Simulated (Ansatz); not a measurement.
Defect: interstitial H in anatase TiO2, charge state +1. Computed with PBE, PAW (plane waves to 420 eV; Ansatz, an electronic-structure program).

Settings: 108 host sites, the relaxed PBE lattice, the Γ point alone, smearing 0.01 eV, spin-restricted, no image-charge correction. No zero-point or tunnelling terms. The charge state is imposed; whether it is stable for some Fermi level was not computed. Sites that were not tried may lie lower.

Barriers: single points on a 2×2×2 k-point mesh shifted by half a step at the bands' geometries.

Relaxed starting cell (atoms counted from 1):

```xyz
109
Lattice="11.3963 0.0000 0.0000 0.0000 11.3963 0.0000 0.0000 0.0000 9.7007" Properties=species:S:1:pos:R:3 pbc="T T T"
Ti    -0.0034     1.8940     2.4708
Ti    -0.0155     5.6936     2.5256
Ti    -0.0074     9.4975     2.4713
Ti     3.8033     1.8941     2.4241
Ti     3.7959     5.6945     2.4170
Ti     3.7995     9.4933     2.4240
Ti     7.5925     1.8960     2.4210
Ti     7.5737     5.6933     2.4127
Ti     7.5892     9.4927     2.4211
Ti     0.0001    -0.0027    -0.0183
Ti    -0.0463     3.6677    -0.0247
Ti    -0.0460     7.7215    -0.0209
Ti     3.8012    -0.0049    -0.0004
Ti     3.7887     3.7783    -0.0006
Ti     3.7888     7.6067    -0.0022
Ti     7.5946    -0.0046     0.0006
Ti     7.5710     3.7946     0.0023
Ti     7.5718     7.5925     0.0040
O      0.0086     1.8748     0.4110
O      0.3141     5.6931     0.3270
O      0.0130     9.5154     0.4101
O      3.8030     1.8922     0.4151
O      3.7155     5.6943     0.4142
O      3.8013     9.4949     0.4148
O      7.6196     1.9023     0.4094
O      7.5885     5.6937     0.4257
O      7.6161     9.4860     0.4095
O      1.8928     1.9167     2.8347
O      1.9027     5.6952     2.8472
O      1.8926     9.4695     2.8355
O      5.6931     1.8897     2.8452
O      5.6897     5.6933     2.8500
O      5.6933     9.4981     2.8457
O      9.4842     1.8969     2.8447
O      9.4801     5.6945     2.8361
O      9.4843     9.4899     2.8435
O     -0.0168    -0.0039     2.0196
O     -0.0539     3.8180     1.9730
O     -0.0549     7.5700     1.9715
O      3.7860    -0.0045     2.0114
O      3.8091     3.7952     2.0039
O      3.8115     7.5929     2.0044
O      7.5840    -0.0040     2.0004
O      7.5763     3.7927     2.0133
O      7.5768     7.5953     2.0130
O     -0.0067     1.9051     4.4270
O     -0.0065     5.6924     4.4279
O     -0.0076     9.4856     4.4264
O      3.7924     1.8951     4.4349
O      3.7946     5.6955     4.4485
O      3.7916     9.4923     4.4356
O      7.5899     1.8935     4.4397
O      7.5892     5.6932     4.4448
O      7.5909     9.4963     4.4395
Ti     1.9061    -0.0041     7.2737
Ti     1.9082     3.7835     7.2720
Ti     1.9051     7.6046     7.2732
Ti     5.6983    -0.0035     7.2764
Ti     5.6995     3.7932     7.2715
Ti     5.7007     7.5962     7.2731
Ti     9.4877    -0.0041     7.2766
Ti     9.4960     3.7958     7.2599
Ti     9.4966     7.5921     7.2607
Ti     1.9098     1.8933     4.8505
Ti     1.9304     5.6942     4.8690
Ti     1.9093     9.4938     4.8503
Ti     5.6930     1.8919     4.8553
Ti     5.6913     5.6946     4.8624
Ti     5.6928     9.4952     4.8554
Ti     9.4721     1.8886     4.8532
Ti     9.4507     5.6938     4.8550
Ti     9.4723     9.4989     4.8534
O      1.8822    -0.0043     5.2551
O      1.8897     3.7973     5.2670
O      1.8866     7.5909     5.2670
O      5.6862    -0.0040     5.2690
O      5.6898     3.7946     5.2713
O      5.6921     7.5936     5.2709
O      9.5007    -0.0042     5.2605
O      9.4908     3.7975     5.2691
O      9.4912     7.5905     5.2687
O      0.0011    -0.0038     7.6926
O     -0.0076     3.7433     7.6827
O     -0.0083     7.6420     7.6819
O      3.8011    -0.0052     7.6936
O      3.8039     3.7856     7.6837
O      3.8034     7.6017     7.6850
O      7.5978    -0.0048     7.6922
O      7.6053     3.7729     7.7066
O      7.6063     7.6140     7.7062
O      1.9150     1.8892     6.8514
O      1.8921     5.6938     6.8751
O      1.9142     9.4983     6.8520
O      5.7043     1.8942     6.8617
O      5.7161     5.6940     6.8643
O      5.7040     9.4934     6.8619
O      9.4841     1.8925     6.8588
O      9.4966     5.6940     6.8571
O      9.4849     9.4949     6.8575
O      1.8988    -0.0015     9.2818
O      1.9028     3.7663     9.2720
O      1.9017     7.6206     9.2725
O      5.7018    -0.0027     9.2897
O      5.6940     3.8203     9.2906
O      5.6961     7.5677     9.2902
O      9.5016    -0.0057     9.2830
O      9.5142     3.8723     9.3055
O      9.5145     7.5186     9.3059
H      1.2896     5.6935     9.9026
```
Cell charge +1.

End state 1 differs by these moves (Å; atoms that move under 0.08 Å are left out):

```
atom  element     Δx     Δy     Δz
----  -------  -----  -----  -----
2          Ti   0.01   0.00  -0.11
5          Ti   0.01   0.00   0.11
11         Ti   0.05   0.11   0.02
12         Ti   0.05  -0.11   0.02
14         Ti   0.05  -0.11  -0.02
15         Ti   0.05   0.11  -0.02
20          O  -0.24   0.00   0.09
23          O  -0.24   0.00  -0.09
109         H   1.21   0.00   0.00
```

Problem. Give the forward and backward barriers to end state 1 at the level PBE, PAW.

Solution. forward 0.56 eV, backward 0.56 eV; at the saddle point atom 109 has neighbours 2 O at 1.27 Å. The check of the saddle point's order was inconclusive, and it lies on a symmetry element of the cell, where a band can be held.
